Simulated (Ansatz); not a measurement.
Consider MgO (space group P4_2/mnm, No. 136; a hypothetical phase, not in the database extracts checked).

```
MgO
1.0
    5.51026     0.00000     0.00000
    0.00000     5.51026     0.00000
    0.00000     0.00000     3.27633
Mg O
4 4
Cartesian
  1.76613   3.74413   0.00000
  3.74413   1.76613   0.00000
  4.52126   4.52126   1.63816
  0.98900   0.98900   1.63816
  1.74444   1.74444   0.00000
  3.76582   3.76582   0.00000
  1.01069   4.49957   1.63816
  4.49957   1.01069   1.63816
```

Levels (all Ansatz, a first-principles code, PAW): PBEsol (420 eV, without spin-orbit coupling); HSE06 (420 eV, scalar-relativistic without spin-orbit coupling).

Its gap is 3.36 eV with PBEsol and 5.07 eV with HSE06.

The change: a hydrostatic pressure of 1.5 GPa.

With PBEsol the gap becomes 3.41 eV.

Question: If the HSE06 correction stayed the same, what would the HSE06 gap be, and what does the HSE06 run give?

Answer: A rigid correction of +1.71 eV gives 5.12 eV. The HSE06 run gives 5.14 eV, so the two effects roughly add.

Single points use the geometry relaxed with PBEsol. HSE06 was sampled on its mesh, a few special points and the semilocal edge points, so its gap is an upper bound. Load acts through the strain it causes; cell and atoms are relaxed under it. Whether these cells are dynamically stable was not tested.
